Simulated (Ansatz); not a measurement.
The reference is InP in the zinc blende structure (space group F-43m, No. 216; a = 5.907 Å). Axes: x, y, z lie along the cube axes.

Method: Kohn–Sham DFT with the r2SCAN functional, run in Ansatz (a program for electronic structure) with PAW and 500 eV plane waves, spin-orbit coupling left out.

Modification: tensor shear ε_xy = +1.71 % (engineering shear γ = 0.0342), atoms relaxed at fixed cell.

Q: Predict the stress tensor and what it implies for the stiffness.

A: Stress of the strained cell less that of the base (GPa, compression positive):
```
   0.02   -1.57    0.00
  -1.57    0.02    0.00
   0.00    0.00   -0.01
```

Then −Δσ/γ with γ = 2ε = 0.0342 gives secant stiffness values (nonlinear terms included at this strain): C66 ≈ 46 GPa.

As a check, the harmonic strain energy −½ V₀ Δσ:ε is 4.3 meV/atom; the computed energy rise is 4.3 meV/atom.

Stability against distortions was not tested.
